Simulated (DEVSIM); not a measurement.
System: Mo/Si3N4/p-GaAs capacitor, at 450 K.

| layer (left to right) | material | thickness (nm) | Na (cm⁻³) |
|---|---|---|---|
| 1 | Si3N4 | 5.20 | - |
| 2 | GaAs | 20000 | 1e15 |

Metal gate on the left, work function 4.6 eV. Fixed charge at the semiconductor interface 1.2e11 cm⁻² (in units of +e); no interface traps.

The device is made up for the run: typed textbook-type constants, with dimensions and the other settings drawn at random. Values at 300 K; Nc and Nv go as T^1.5, mobilities as T to minus their exponent, the gap by Varshni's rule with the affinity fixed.

```csv
parameter,Si3N4,GaAs
gap (eV),5.1,1.424
affinity (eV),2.1,4.07
permittivity,7.5,12.9
Nc (cm⁻³),-,4.7e17
Nv (cm⁻³),-,9e18
Varshni α (eV/K),-,0.000541
Varshni β (K),-,204
```

Model (solved in DEVSIM): 1D Poisson equation in equilibrium, Boltzmann statistics, complete ionisation; no quantum confinement or tunnelling. Metal contacts follow the ideal Schottky-Mott rule: no Fermi-level pinning, no interface dipoles.

Q: Tabulate band edges, carrier densities and field at 0.0 V on the gate.

A: Energies count from the Fermi level of the right contact; mesh points crowd at the junctions.

| x (μm) | Ec (eV) | Ev (eV) | n (cm⁻³) | p (cm⁻³) | field (V/cm) |
|---|---|---|---|---|---|
| 0.000 | 2.500 | -2.600 | < 1e2 | < 1e2 | -10000 |
| 0.001386 | 2.499 | -2.601 | < 1e2 | < 1e2 | -10000 |
| 0.003399 | 2.497 | -2.603 | < 1e2 | < 1e2 | -10000 |
| 0.004947 | 2.495 | -2.605 | < 1e2 | < 1e2 | -10000 |
| 0.007247 | 0.527 | -0.826 | 1.1e12 | 9.2e9 | 11000 |
| 0.01205 | 0.532 | -0.821 | 9.5e11 | 1.1e10 | 11000 |
| 0.02404 | 0.545 | -0.808 | 6.9e11 | 1.5e10 | 11000 |
| 0.07182 | 0.593 | -0.760 | 2.0e11 | 5.1e10 | 9800 |
| 0.1733 | 0.686 | -0.667 | 1.8e10 | 5.6e11 | 8400 |
| 0.4268 | 0.854 | -0.499 | 2.4e8 | 4.3e13 | 4900 |
| 1.060 | 0.972 | -0.381 | 1.1e7 | 8.9e14 | 270 |
| 3.704 | 0.976 | -0.377 | 1.0e7 | 1.0e15 | ≈ 0 |
| 9.245 | 0.976 | -0.377 | 1.0e7 | 1.0e15 | ≈ 0 |
| 15.57 | 0.976 | -0.377 | 1.0e7 | 1.0e15 | ≈ 0 |
| 18.70 | 0.976 | -0.377 | 1.0e7 | 1.0e15 | ≈ 0 |
| 19.48 | 0.976 | -0.377 | 1.0e7 | 1.0e15 | ≈ 0 |
| 19.80 | 0.976 | -0.377 | 1.0e7 | 1.0e15 | ≈ 0 |
| 19.92 | 0.976 | -0.377 | 1.0e7 | 1.0e15 | ≈ 0 |
| 19.98 | 0.976 | -0.377 | 1.0e7 | 1.0e15 | ≈ 0 |
| 20.00 | 0.976 | -0.377 | 1.0e7 | 1.0e15 | ≈ 0 |
| 20.00 | 0.976 | -0.377 | 1.0e7 | 1.0e15 | ≈ 0 |
| 20.00 | 0.976 | -0.377 | 1.0e7 | 1.0e15 | ≈ 0 |
